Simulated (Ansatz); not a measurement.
We consider L1₂ (Cu3Au-type) Ni3Al, described by rVV10 (Ansatz, an electronic-structure program, PAW).

Settings: plane-wave cutoff 520 eV, 16×16×16 k mesh, Fermi–Dirac smearing 0.05 eV, spin-polarised with parallel moments, scalar-relativistic PAW data made under PBE.

Results at a series of volumes:

```
V (Å³/atom)  E − E_lowest (meV/atom)  P (GPa)
-----------  -----------------------  -------
10.788                         25.99    12.82
11.018                         11.11     8.06
11.247                          2.67     3.80
11.477                          0.00     0.00
11.706                          2.49    -3.41
11.936                          9.59    -6.45
12.165                         20.81    -9.17
```

What bulk modulus B0 and pressure derivative B′ does a third-order Birch–Murnaghan fit give?

V0 = 11.476 Å³/atom, B0 = 180 GPa, B′ = 4.6 (fit to the energies at full precision).

Measured, for comparison: bulk modulus 174 GPa (temperature not stated, no zero-point or thermal correction; as tabulated in Zarkevich et al. (2023), arXiv:2304.06869); equilibrium volume per atom 11.39 Å³/atom (temperature not stated, no zero-point or thermal correction; as tabulated in Tensorial elastic properties and stability of interface states associated with …). Computed (rounded) less measured: bulk modulus +3 %, equilibrium volume per atom +0.8 %. A static lattice is as a rule a little smaller and stiffer than an uncorrected measurement, which narrows the difference in the bulk modulus and would widen misses of the other sign.
